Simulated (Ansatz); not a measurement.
Take InSb in the zinc blende structure (space group F-43m, No. 216) as the base.

```xyz
2
Lattice="0.0000 3.2594 3.2594 3.2594 0.0000 3.2594 3.2594 3.2594 0.0000" Properties=species:S:1:pos:R:3 pbc="T T T"
In     0.0000     0.0000     0.0000
Sb     1.6297     1.6297     1.6297
```

Cartesian axes are those of the cell as printed.

Method: Kohn–Sham DFT with the PBEsol functional, run in Ansatz (a quantum-chemistry and plane-wave program) with PAW and 420 eV plane waves, no spin-orbit coupling.

For the base:

```
Quantity                         Value
-----------------------------  -------
Shortest interatomic distance  2.823 Å
Pressure                       0.0 GPa
Band gap                          zero
```

It is then changed as follows: the cell is stretched by 2.50 % along z with no lateral relaxation, atoms relaxed at fixed cell.

**Question.** How does this affect the shortest interatomic distance?

**Answer.** The shortest interatomic distance grows by 0.0237 Å, from 2.823 Å to 2.846 Å.

**Question.** Estimate the effect on the energy relative to the base.

**Answer.** The energy rises by 4.0 meV/atom.

**Question.** Predict the new pressure.

**Answer.** The pressure (mean of the normal stresses, compression positive) goes from zero to -1.0 GPa.

**Question.** How does this affect the band gap?

**Answer.** The band gap remains zero.

Spin-orbit coupling, missing from the scalar runs, can matter with Sb. The cells carry an imposed strain or load. Whether these cells are dynamically stable was not tested. The final runs are not spin-polarised. The zero or small gap of InSb can change with the level of theory.
